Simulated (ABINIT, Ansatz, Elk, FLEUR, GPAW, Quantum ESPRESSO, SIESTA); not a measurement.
# Cr₃Fe (Fm-3m, 4 atoms in the cell) computed with different codes at matched settings

Self-consistent single point.

```xyz
4
Lattice="0.0000 2.8528 2.8528 2.8528 0.0000 2.8528 2.8528 2.8528 0.0000" Properties=species:S:1:pos:R:3 pbc="T T T"
Cr     4.2791     4.2791     4.2791
Cr     1.4264     1.4264     1.4264
Cr     2.8528     2.8528     2.8528
Fe     0.0000     0.0000     0.0000
```
Moments meant for the start (each program seeds them in its own way; μB, in the order of the atoms Cr Cr Cr Fe): 3.0 3.0 0.0 4.0.

All programs got the same cell, k-point mesh and kind of occupations, and the same starting moments (in Ansatz's words: kpoints.mp_grid.grid = 8 8 8; magnetization.spin_polarized = true; scf.occupations.method = gaussian; scf.occupations.width = 0.136 eV); potentials, basis and cutoffs are each program's usual ones.

```tsv
code	model	pressure (GPa)	size of the net moment (μB/atom)	k-points	cutoff
Ansatz	LDA (PW92), PAW files made with PBE	-20.47	0.47	29	420 eV
Quantum ESPRESSO	LDA (PZ), GBRV 1.5 ultrasoft (LDA) pseudopotentials	-19.61	0.49	29	50 Ry
FLEUR	LDA (Vosko-Wilk-Nusair), all-electron FLAPW (FLEUR), scalar-relativistic valence	–	0.48	29	Kmax 3.6 1/bohr
GPAW	LDA (Perdew-Wang 92), GPAW PAW datasets LDA (gpaw-data 1.0.1)	-21.12	0.48	29	800 eV
ABINIT	LDA (PW92), norm-conserving pseudopotentials (PseudoDojo nc-sr-04 LDA standard)	-19.67	0.50	29	94 Ry
Elk	LDA (PW92), all-electron FP-LAPW, Elk's shipped species files, LAPW+lo basis	–	0.46	29	rgkmax 8
SIESTA	LDA PW92, numerical atomic orbitals DZP, PseudoDojo LDA standard norm-conserving potentials (rewritten from UPF to PSML)	-22.42	0.51	296	grid 300 Ry
```

A dash marks a value that a program does not give, or that is left out as unsure.

The spread over the programs that give each value: pressure within 2.81 GPa; size of the net moment within 0.05 μB/atom.

The starting cell comes from a database of computed structures (which also holds hypothetical and non-ambient phases and stackings), without a prior relaxation at this level. On Ansatz's run: The magnetic order is the one reached from the typed start; others were not searched systematically. In the base run, with a pressure of about -20 GPa the cell is away from its equilibrium volume at this level.

Q: Why do the programs differ, and what cannot be compared?

A: Differences of this kind can come from the potentials, where these differ, and from what each basis and cutoff leave unconverged. The valence holds different numbers of electrons (Ansatz (an electronic-structure program) 58, Quantum ESPRESSO 58, FLEUR 58, GPAW 26, ABINIT 58, SIESTA 58). The zero of total energies and Fermi levels follows the potentials and each program's conventions, so they are not compared here. SIESTA uses small atom-centred bases, whose incompleteness enters pressures, forces and empty levels differently from a plane-wave cutoff. FLEUR and Elk treat all electrons, but the usual bases taken here (sphere radii, linearisation, local orbitals, empty states) were not tested for convergence, so the values are no reference for the others. Ansatz's pressure is given at a fixed set of plane waves, as the other plane-wave codes print theirs; with its correction for the finite basis it is -20.39 GPa. The same LDA comes in different parametrisations, which differ slightly. Site moments depend on each program's spheres or projections; the total moment of the cell does not. The programs reduce the same mesh by symmetry to different extents, which changes the work and not the result. In the pressure, GPAW (by 1.05) and SIESTA (by 2.35) lie more than 1 GPa from the median of the plane-wave programs.

Keys are those of Ansatz 0.2.
